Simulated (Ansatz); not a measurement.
Here is the system:

```
SnTe
1.0
    4.52809     0.00000     0.00000
    0.00000     4.52809     0.00000
    2.26404    -2.26404     3.18485
Te Sn
1 1
Direct
  0.00000   0.00000   0.00000
  0.50000   0.50000   0.00000
```

No spin polarisation.

All numbers come from r2SCAN (Ansatz, a program for electronic structure, PAW, no spin-orbit coupling), earlier PAW set. k-mesh 13×13×13 (Γ-centred); smearing 0.05 eV (Fermi–Dirac).

Question: Predict the space group.

Answer: I4/mmm (No. 139).

Question: What is the computed mean in-plane stress (compression positive)?

Answer: -0.6 GPa.

Question: What is the computed gap character?

Answer: Direct at N.

With Te present, leaving out spin-orbit coupling can change the band edges. The cells carry an imposed strain or load. No phonon test of stability was made. The cell was made from SnTe in the rock salt structure (space group Fm-3m, No. 225) by this change: biaxial strain +0.51 %, plane normal [001], relaxed out of plane. A zero or small gap of SnTe can be the functional's error rather than a property of the material.
